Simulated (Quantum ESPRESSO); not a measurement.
Quantum ESPRESSO run on Au (Fm-3m, 1 atom in the cell): self-consistent single point.

Method of the run: PBEsol, SSSP 1.1.2 efficiency (PBE) pseudopotentials (plane waves; Quantum ESPRESSO).

The change in words: lattice scaled by 0.98; ecutwfc: 60 Ry → 144 Ry. Reference geometry:
```yaml
crystal:
  lattice:
    - [0.00000, 2.03388, 2.03388]
    - [2.03388, 0.00000, 2.03388]
    - [2.03388, 2.03388, 0.00000]
  atoms:
    - { symbol: Au, position: [0.00000, 0.00000, 0.00000] }
```

Reference input (self-consistent single point, DFT, PBEsol, plane waves, SSSP 1.1.2 efficiency (PBE) pseudopotentials): ecutwfc = 60 Ry; occupations = smearing; smearing = fermi-dirac; degauss = 0.0073499 Ry; input_dft = pbesol; potentials = {Au: Au_ONCV_PBE-1.0.oncvpsp.upf}; K_POINTS = automatic 10 10 10 0 0 0; conv_thr = 1e-10 Ry; mixing_beta = 0.7. This run's input differs from it in these lines:

```diff
@@ -12,3 +12,3 @@
     ntyp = 1
-    ecutwfc = 60
+    ecutwfc = 144
     occupations = 'smearing'
@@ -25,5 +25,5 @@
 CELL_PARAMETERS {angstrom}
-   0.00000000     2.03388000     2.03388000
-   2.03388000     0.00000000     2.03388000
-   2.03388000     2.03388000     0.00000000
+   0.00000000     1.99320200     1.99320200
+   1.99320200     0.00000000     1.99320200
+   1.99320200     1.99320200     0.00000000
 ATOMIC_POSITIONS {crystal}
```

Output, abridged:

```
     Self-consistent Calculation

     iteration #  1     ecut=   144.00 Ry     beta= 0.70

     Threshold (ethr) on eigenvalues was too large:
     Diagonalizing with lowered threshold

     total energy              =    -274.46340790 Ry
     estimated scf accuracy    <       0.00096467 Ry

     iteration #  2     ecut=   144.00 Ry     beta= 0.70

     total energy              =    -274.46348078 Ry
     estimated scf accuracy    <       0.00014458 Ry

     iteration #  3     ecut=   144.00 Ry     beta= 0.70

     total energy              =    -274.46351191 Ry
     estimated scf accuracy    <       0.00003242 Ry

     iteration #  4     ecut=   144.00 Ry     beta= 0.70

     total energy              =    -274.46351670 Ry
     estimated scf accuracy    <       0.00000005 Ry

     iteration #  5     ecut=   144.00 Ry     beta= 0.70

     total energy              =    -274.46351675 Ry
     estimated scf accuracy    <          8.4E-09 Ry

     iteration #  6     ecut=   144.00 Ry     beta= 0.70
     End of self-consistent calculation

     the Fermi energy is    22.6045 ev

!    total energy              =    -274.46351675 Ry
     estimated scf accuracy    <          3.2E-11 Ry
     smearing contrib. (-TS)   =      -0.00134029 Ry
     internal energy E=F+TS    =    -274.46217645 Ry

     convergence has been achieved in   6 iterations

     Forces acting on atoms (cartesian axes, Ry/au):

     atom    1 type  1   force =     0.00000000    0.00000000    0.00000000

     Total force =     0.000000     Total SCF correction =     0.000000

          total   stress  (Ry/bohr**3)                   (kbar)     P=      148.48
   0.00100932   0.00000000  -0.00000000          148.48        0.00       -0.00
   0.00000000   0.00100932  -0.00000000            0.00      148.48       -0.00
  -0.00000000  -0.00000000   0.00100932           -0.00       -0.00      148.48

   JOB DONE.
```

The run converged in 6 iterations. Against the reference run the free energy goes up by 46.5 meV/atom and the pressure goes from 1.48 to 14.85 GPa.

The starting cell has typed, rounded lattice constants, without a prior relaxation at this level. Its lattice was rescaled by up to half a per cent. For this run, on top of that: lattice scaled by 0.98.
